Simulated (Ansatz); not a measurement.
Results of PBEsol (Ansatz, a quantum-chemistry and plane-wave program, plane waves, PAW) for Zn8Cu5 (I-43m, No. 217).

The input as run:

Ansatz 0.2 input:
```yaml
crystal:
  lattice:
    - [-4.4332, 4.4332, 4.4332]
    - [4.4332, -4.4332, 4.4332]
    - [4.4332, 4.4332, -4.4332]
  atoms:
    - { symbol: Zn, position: [0.78438, 0.78438, 0.78438] }
    - { symbol: Zn, position: [0.0, 0.0, 0.21562] }
    - { symbol: Zn, position: [0.0, 0.21562, 0.0] }
    - { symbol: Zn, position: [0.21562, 0.0, 0.0] }
    - { symbol: Zn, position: [0.62312, 0.27482, 0.27482] }
    - { symbol: Zn, position: [0.0, 0.3483, 0.72518] }
    - { symbol: Zn, position: [0.0, 0.72518, 0.3483] }
    - { symbol: Zn, position: [0.37688, 0.6517, 0.6517] }
    - { symbol: Zn, position: [0.27482, 0.62312, 0.27482] }
    - { symbol: Zn, position: [0.3483, 0.0, 0.72518] }
    - { symbol: Zn, position: [0.6517, 0.37688, 0.6517] }
    - { symbol: Zn, position: [0.72518, 0.0, 0.3483] }
    - { symbol: Zn, position: [0.27482, 0.27482, 0.62312] }
    - { symbol: Zn, position: [0.6517, 0.6517, 0.37688] }
    - { symbol: Zn, position: [0.3483, 0.72518, 0.0] }
    - { symbol: Zn, position: [0.72518, 0.3483, 0.0] }
    - { symbol: Cu, position: [0.34452, 0.34452, 0.34452] }
    - { symbol: Cu, position: [0.0, 0.0, 0.65548] }
    - { symbol: Cu, position: [0.0, 0.65548, 0.0] }
    - { symbol: Cu, position: [0.65548, 0.0, 0.0] }
    - { symbol: Cu, position: [0.35579, 0.35579, 0.0] }
    - { symbol: Cu, position: [0.64421, 0.64421, 0.0] }
    - { symbol: Cu, position: [0.0, 0.35579, 0.35579] }
    - { symbol: Cu, position: [0.0, 0.64421, 0.64421] }
    - { symbol: Cu, position: [0.35579, 0.0, 0.35579] }
    - { symbol: Cu, position: [0.64421, 0.0, 0.64421] }
basis:
  ecutwfc: 520
  ecutrho_ratio: 4
  xc_grid: 2
kpoints:
  mp_grid: { grid: [10, 10, 10] }
hamiltonian:
  xc: pbesol
  dispersion: none
  pseudopotentials: { kind: paw }
scf:
  occupations: { method: fermi_dirac, width: 0.05 }
  convergence: { dr2_threshold: 0.0000000026 }
output:
  forces: true
  stress: true
  eigenvalues: true
```

**Question.** How many irreducible k-points, plane waves at Γ does the program set up, and what pressure does the run end with?

**Answer.** 47 irreducible k-points, 9405 plane waves at Γ; P = -6.24 GPa, so the cell is stretched on average and its volume would shrink at this level.

From the output:

```
Crystal: 26 atoms, lattice volume = 348.507 Å³
Basis set: ecut = 520 eV, 9405 PW (Γ), exchange–correlation on 120×120×120 points (8 copies of the dense FFT grid, shifted against one another)
Bands: 230, of which v1, the nominal top of the filled ones, is band 191 counted from 1 (190 counted from 0)
Symmetry: 24 space group operations
Space group: I-43m (ITA 217), of the structure as read, at distance tolerance 7.0e-5 Å
k-points: 47 of 1000 (time reversal used)
Functional: x = pbesol(κ = 0.804, μ = 0.12345679012345678), c = pbesol(β = 0.046)
SCF iter   1: F=—  HF=-118385.066556 eV  |F-HF|=—  |Δ(HF+E_count)|=         —  Δρ=1.31e-2  dr2=3.20e-1
SCF iter   2: F=—  HF=-118384.985772 eV  |F-HF|=—  |Δ(HF+E_count)|=   8.08e-2  Δρ=1.12e-3  dr2=3.88e-3
  ...
SCF iter  10: F=—  HF=-118384.981503 eV  |F-HF|=—  |Δ(HF+E_count)|=   7.70e-9  Δρ=9.76e-7  dr2=4.25e-9
SCF iter  11: F=-118384.981503 eV  HF=-118384.981503 eV  |F-HF|=7.42e-10  |Δ(HF+E_count)|=  9.75e-10  Δρ=3.46e-7  dr2=4.21e-10
SCF 1 converged in 11 iterations: F = -118384.981503 eV  dr2 = 4.21e-10
SCF converged after 11 iterations
Free energy (F): -118384.981503 eV
  ...
  atom   2  Zn     0.02589512     0.02589512    -0.02589512
  atom   3  Zn     0.02589512    -0.02589512     0.02589512
  atom   4  Zn    -0.02589512     0.02589512     0.02589512
  atom   5  Zn     0.02515233     0.04897087     0.04897087
  atom   6  Zn    -0.02515233    -0.04897087     0.04897087
  atom   7  Zn    -0.02515233     0.04897087    -0.04897087
  atom   8  Zn     0.02515233    -0.04897087    -0.04897087
  atom   9  Zn     0.04897087     0.02515233     0.04897087
  atom  10  Zn    -0.04897087    -0.02515233     0.04897087
  atom  11  Zn    -0.04897087     0.02515233    -0.04897087
  atom  12  Zn     0.04897087    -0.02515233    -0.04897087
  atom  13  Zn     0.04897087     0.04897087     0.02515233
  atom  14  Zn    -0.04897087    -0.04897087     0.02515233
  atom  15  Zn    -0.04897087     0.04897087    -0.02515233
  atom  16  Zn     0.04897087    -0.04897087    -0.02515233
  atom  17  Cu    -0.02521902    -0.02521902    -0.02521902
  atom  18  Cu     0.02521902     0.02521902    -0.02521902
  atom  19  Cu     0.02521902    -0.02521902     0.02521902
  atom  20  Cu    -0.02521902     0.02521902     0.02521902
  atom  21  Cu     0.00000000     0.00000000     0.05433660
  atom  22  Cu     0.00000000     0.00000000    -0.05433660
  atom  23  Cu     0.05433660     0.00000000    -0.00000000
  atom  24  Cu    -0.05433660     0.00000000    -0.00000000
  atom  25  Cu     0.00000000     0.05433660     0.00000000
  atom  26  Cu     0.00000000    -0.05433660     0.00000000
--- Stress (GPa, compression-positive) ---
       -6.237747      -0.000000      -0.000000
       -0.000000      -6.237747      -0.000000
       -0.000000       0.000000      -6.237747
  P = ⅓ Tr σ = -6.2377 GPa (-62.377 kbar)
```

The PAW data were made under PBE.

Note: cell and atoms aren't relaxed at this level (largest force component 0.05 eV/Å, pressure -6.2 GPa).
